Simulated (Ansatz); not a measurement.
Cubic perovskite KCoF3, treated with PBEsol in Ansatz (hard PAW).

Settings: plane-wave cutoff 1050 eV, 8×8×8 k mesh, Fermi–Dirac smearing 0.05 eV, ferromagnetic start, spin-polarised with parallel moments.

Computed at the level's own relaxed cell.

Task: Give the computed volume per atom and lattice parameter a.

Result: 
- volume per atom = 13.10 Å³/atom
- lattice parameter a = 4.031 Å

Note: the magnetic order was assumed, not searched for or taken from measurement.

Computed values are for the static lattice.

Ansatz is an electronic-structure program.
